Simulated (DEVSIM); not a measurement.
Device: abrupt Si p-n junction, at 300 K.

Layer 1 from the left is Si, thickness (μm) 23.0, Na (cm⁻³) 1.2e17, τn (s) 1e-6, τp (s) 1e-6. Layer 2 from the left is Si, thickness (μm) 65.0, Nd (cm⁻³) 2.3e15, τn (s) 1e-6, τp (s) 1e-6.

Left contact: ohmic. Right contact: ohmic. Voltage is applied to the left contact. Recombination: SRH at mid-gap. Mobility is μmin + (μ − μmin)/(1 + (N/Nref)^α).

This is a model device: material constants are rounded textbook-type values typed into the input, and sizes, dopings and lifetimes were drawn at random. Values at 300 K.

Si: gap (eV) 1.124, affinity (eV) 4.05, permittivity 11.7, Nc (cm⁻³) 2.86e19, Nv (cm⁻³) 3.1e19, μn (cm²/Vs) 1417, μp (cm²/Vs) 470, μn,min 52, μp,min 45, Nref,n 9.7e16, Nref,p 2.2e17, αn 0.68, αp 0.72.

### Question
Estimate by hand the built-in potential, the peak field at zero bias, the capacitance at -1.5 V, and compare with a numerical solution.

### Answer

- Built-in potential: ni = √(Nc Nv) exp(−Eg/2kT) = 1.08e10 cm⁻³ with Eg = 1.124 eV; Vbi = kT/q ln(Na Nd/ni²) = 0.737 V; numerical 0.737 V.
- Peak field at zero bias: depletion approximation: W = √(2εVbi/(qN)) = 0.650 μm with N = 2.26e15 cm⁻³; field = 2Vbi/W = 22700 V/cm; numerical 26300 V/cm (estimate below by 14 %).
- Capacitance at -1.5 V: C = √(qεN / 2(Vbi + |V|)) = 9.15 nF/cm²; numerical 9.27 nF/cm² (estimate below by 1.2 %).

Model (solved in DEVSIM): 1D drift-diffusion, Boltzmann statistics, complete ionisation; no tunnelling, impact ionisation, image-force lowering or self-heating.
